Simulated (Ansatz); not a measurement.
Amorphous B26Li6O42, 74 atoms at 1.88 g/cm³, one PBE-relaxed geometry, zone centre. Methods: PBE, scalar-relativistic without spin-orbit coupling (Ansatz, an electronic-structure program); r2SCAN, scalar-relativistic without spin-orbit coupling (Ansatz); HSE06, scalar-relativistic without spin-orbit coupling (Ansatz). Plane waves to 420 eV (r2SCAN 500 eV); exact exchange is cut at the cell's faces. At PBE the levels at the filled edge of the gap are localised (band-tail or defect states), and the nearest spread-out levels lie 5.7 eV apart at the zone centre. All rungs ran without spin polarisation.

The cell was made by melting and quenching with the CHGNet potential and then relaxed with DFT. O atoms were pushed apart under 1.9 Å during the dynamics, to hinder bonds among them. The hot cell started wider than the set density and was brought back towards it in steps. It is the lowest in DFT energy of 2 quenches. It is a model cell: composition and starting density were chosen by hand, and all elements were melted together. No dispersion term was used. Its density started from a set value of 1.90 and ended at 1.88 g/cm³. Cooling (nominally 210 K/ps over its main leg) ran many orders faster than in experiment, which tends to leave more defects and strain. Values belong to this one cell and scatter from quench to quench. Volume and shape were free in the relaxation.

The relaxation ran on the zone centre alone. At PBE the level gap is 4.56 eV on a 2×2×2 Γ-centred mesh, and the spacing at the zone centre alone 4.57 eV.

Problem. What zone-centre spacing does r2SCAN give, roughly?

Solution. 5.10 eV (+0.53 eV against PBE).

Problem. What zone-centre spacing does HSE06 give, roughly?

Solution. 6.22 eV (+1.65 eV against PBE).

The highest filled and the lowest empty state spread over these numbers of atoms (participation numbers): PBE: 1.9 and 49.4; r2SCAN: 1.9 and 51.7; HSE06: 1.9 and 50.9.
